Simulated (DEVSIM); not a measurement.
System: In0.49Ga0.51P/GaAs p-n heterojunction, at 350 K.

| layer (left to right) | material | thickness (μm) | Nd (cm⁻³) | Na (cm⁻³) | τn (s) | τp (s) |
|---|---|---|---|---|---|---|
| 1 | In0.49Ga0.51P | 0.0310 | - | 2.3e17 | 1.1e-8 | 1.1e-8 |
| 2 | GaAs | 4.10 | 8.4e16 | - | 1.1e-8 | 1.1e-8 |

Left contact: ohmic. Right contact: ohmic. Voltage is applied to the left contact. Recombination: SRH at mid-gap. Mobility is μmin + (μ − μmin)/(1 + (N/Nref)^α).

Constants are typed, rounded textbook-type inputs, not results; the design itself was drawn at random and stands for no fabricated device. Values at 300 K; Nc and Nv go as T^1.5, mobilities as T to minus their exponent, the gap by Varshni's rule with the affinity fixed.

```csv
parameter,In0.49Ga0.51P,GaAs
gap (eV),1.89,1.424
affinity (eV),4,4.07
permittivity,11.8,12.9
Nc (cm⁻³),9e17,4.7e17
Nv (cm⁻³),1.3e19,9e18
μn (cm²/Vs),1500,8500
μp (cm²/Vs),80,400
"μn,min",400,500
"μp,min",15,20
"Nref,n",2e16,6e16
"Nref,p",1.5e17,1.5e17
αn,0.7,0.39
αp,0.8,0.38
T exponent of μn,1.66,2.1
T exponent of μp,2,2.2
Varshni α (eV/K),0.0005,0.000541
Varshni β (K),250,204
```

DEVSIM, 1D drift-diffusion, Boltzmann statistics, complete ionisation; no tunnelling, impact ionisation, image-force lowering or self-heating. Band offsets follow the typed affinities; no thermionic-emission limit at abrupt steps, no polarisation charge.

Q: Tabulate band edges, carrier densities and field at zero bias.

A: Energies count from the Fermi level of the right contact; mesh points crowd at the junctions.

```json
[
 {"x (μm)": "0.000", "Ec (eV)": "1.741", "Ev (eV)": "-0.129", "n (cm⁻³)": "< 1e2", "p (cm⁻³)": "2.3e17", "field (V/cm)": "-88000"},
 {"x (μm)": "0.004288", "Ec (eV)": "1.702", "Ev (eV)": "-0.167", "n (cm⁻³)": "< 1e2", "p (cm⁻³)": "6.4e16", "field (V/cm)": "-94000"},
 {"x (μm)": "0.01067", "Ec (eV)": "1.636", "Ev (eV)": "-0.233", "n (cm⁻³)": "< 1e2", "p (cm⁻³)": "7.2e15", "field (V/cm)": "-110000"},
 {"x (μm)": "0.02001", "Ec (eV)": "1.515", "Ev (eV)": "-0.355", "n (cm⁻³)": "< 1e2", "p (cm⁻³)": "1.3e14", "field (V/cm)": "-150000"},
 {"x (μm)": "0.02829", "Ec (eV)": "1.381", "Ev (eV)": "-0.488", "n (cm⁻³)": "< 1e2", "p (cm⁻³)": "1.5e12", "field (V/cm)": "-180000"},
 {"x (μm)": "0.03209", "Ec (eV)": "1.244", "Ev (eV)": "-0.157", "n (cm⁻³)": "< 1e2", "p (cm⁻³)": "6.3e16", "field (V/cm)": "-170000"},
 {"x (μm)": "0.03750", "Ec (eV)": "1.156", "Ev (eV)": "-0.245", "n (cm⁻³)": "< 1e2", "p (cm⁻³)": "3.4e15", "field (V/cm)": "-160000"},
 {"x (μm)": "0.05391", "Ec (eV)": "0.912", "Ev (eV)": "-0.489", "n (cm⁻³)": "44000", "p (cm⁻³)": "1.0e12", "field (V/cm)": "-140000"},
 {"x (μm)": "0.08159", "Ec (eV)": "0.572", "Ev (eV)": "-0.829", "n (cm⁻³)": "3.5e9", "p (cm⁻³)": "1.3e7", "field (V/cm)": "-110000"},
 {"x (μm)": "0.1369", "Ec (eV)": "0.162", "Ev (eV)": "-1.239", "n (cm⁻³)": "2.8e15", "p (cm⁻³)": "< 1e2", "field (V/cm)": "-42000"},
 {"x (μm)": "0.2386", "Ec (eV)": "0.059", "Ev (eV)": "-1.342", "n (cm⁻³)": "8.3e16", "p (cm⁻³)": "< 1e2", "field (V/cm)": "-210"},
 {"x (μm)": "0.5465", "Ec (eV)": "0.059", "Ev (eV)": "-1.342", "n (cm⁻³)": "8.4e16", "p (cm⁻³)": "< 1e2", "field (V/cm)": "≈ 0"},
 {"x (μm)": "1.066", "Ec (eV)": "0.059", "Ev (eV)": "-1.342", "n (cm⁻³)": "8.4e16", "p (cm⁻³)": "< 1e2", "field (V/cm)": "≈ 0"},
 {"x (μm)": "2.081", "Ec (eV)": "0.059", "Ev (eV)": "-1.342", "n (cm⁻³)": "8.4e16", "p (cm⁻³)": "< 1e2", "field (V/cm)": "≈ 0"},
 {"x (μm)": "3.297", "Ec (eV)": "0.059", "Ev (eV)": "-1.342", "n (cm⁻³)": "8.4e16", "p (cm⁻³)": "< 1e2", "field (V/cm)": "≈ 0"},
 {"x (μm)": "3.699", "Ec (eV)": "0.059", "Ev (eV)": "-1.342", "n (cm⁻³)": "8.4e16", "p (cm⁻³)": "< 1e2", "field (V/cm)": "≈ 0"},
 {"x (μm)": "3.917", "Ec (eV)": "0.059", "Ev (eV)": "-1.342", "n (cm⁻³)": "8.4e16", "p (cm⁻³)": "< 1e2", "field (V/cm)": "≈ 0"},
 {"x (μm)": "4.022", "Ec (eV)": "0.059", "Ev (eV)": "-1.342", "n (cm⁻³)": "8.4e16", "p (cm⁻³)": "< 1e2", "field (V/cm)": "≈ 0"},
 {"x (μm)": "4.091", "Ec (eV)": "0.059", "Ev (eV)": "-1.342", "n (cm⁻³)": "8.4e16", "p (cm⁻³)": "< 1e2", "field (V/cm)": "≈ 0"},
 {"x (μm)": "4.112", "Ec (eV)": "0.059", "Ev (eV)": "-1.342", "n (cm⁻³)": "8.4e16", "p (cm⁻³)": "< 1e2", "field (V/cm)": "≈ 0"},
 {"x (μm)": "4.124", "Ec (eV)": "0.059", "Ev (eV)": "-1.342", "n (cm⁻³)": "8.4e16", "p (cm⁻³)": "< 1e2", "field (V/cm)": "≈ 0"},
 {"x (μm)": "4.131", "Ec (eV)": "0.059", "Ev (eV)": "-1.342", "n (cm⁻³)": "8.4e16", "p (cm⁻³)": "< 1e2", "field (V/cm)": "≈ 0"}
]
```
